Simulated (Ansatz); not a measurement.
How the bulk modulus of NiSi₂ (model structure, from the AlB2 type, P6/mmm, No. 191) moves with the method

No measured value is used here.

```json
[
 {"level (code)": "LDA (Ansatz)", "value (GPa)": "154", "cell (Å³/atom)": "12.42"},
 {"level (code)": "PBE (Ansatz)", "value (GPa)": "…", "cell (Å³/atom)": "13.11"},
 {"level (code)": "PBEsol (Ansatz)", "value (GPa)": "148", "cell (Å³/atom)": "12.70"},
 {"level (code)": "r²SCAN (Ansatz)", "value (GPa)": "142", "cell (Å³/atom)": "12.74"}
]
```

Question: Fill in the missing entries.

Answer: 
- PBE (Ansatz, a first-principles code), value (GPa): 134

Spin-polarised runs: LDA (parallel moments), PBE (parallel moments), PBEsol (parallel moments), r²SCAN (parallel moments). LDA, PBE, PBEsol, r²SCAN: the starting moments vanished in the run, and other orders were not tried. LDA, PBE, PBEsol, r²SCAN: the bulk modulus is −V dP/dV from two relaxed cells at ±2 % in volume. Each level is taken at its own relaxed cell. Cutoffs differ between the levels. Ansatz's density-functional and Hartree–Fock values are scalar-relativistic unless marked +SOC, with PAW data made under PBE.

A model structure was made by putting elements into a prototype or built by hand; it is no filed structure, need not be a known phase, and can be a saddle point held by its symmetry.
